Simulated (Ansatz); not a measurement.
Start from NiO in the rock salt structure (space group Fm-3m, No. 225; a = 4.217 Å; ferromagnetic).

(Cell as relaxed with PBE.)

Levels (all Ansatz, an electronic-structure program, PAW, earlier PAW set): PBE (420 eV, no SOC); r2SCAN (500 eV, scalar-relativistic without spin-orbit coupling).

Each level relaxes its own structure.

```
quantity                       PBE         r2SCAN
-------------------  -------------  -------------
volume per atom            9.38 Å³        9.20 Å³
lattice parameter a        4.217 Å        4.191 Å
band gap                      zero        0.85 eV
magnetic state       ferromagnetic  ferromagnetic
largest site moment        1.46 μB        1.67 μB
```

PBE's volume per atom lies 0.18 Å³ above r2SCAN's (1.9 %); PBE's lattice parameter a lies 0.0267 Å above r2SCAN's (0.6 %); they disagree on the band gap; PBE's largest site moment lies 0.21 μB below r2SCAN's; the two agree on the magnetic state. Neither level is exact; r2SCAN is the comparison here, not a measurement.

No phonon test of stability was made. No Hubbard U is applied and the magnetic state is the run's own (NiO ferromagnetic); small cells can't hold the antiferromagnetic order that many such compounds have, so gaps and moments can be off. A gap here joins edges of opposite spin (a spin-flip gap). In its common phase, real NiO is an antiferromagnetic insulator at low temperature.
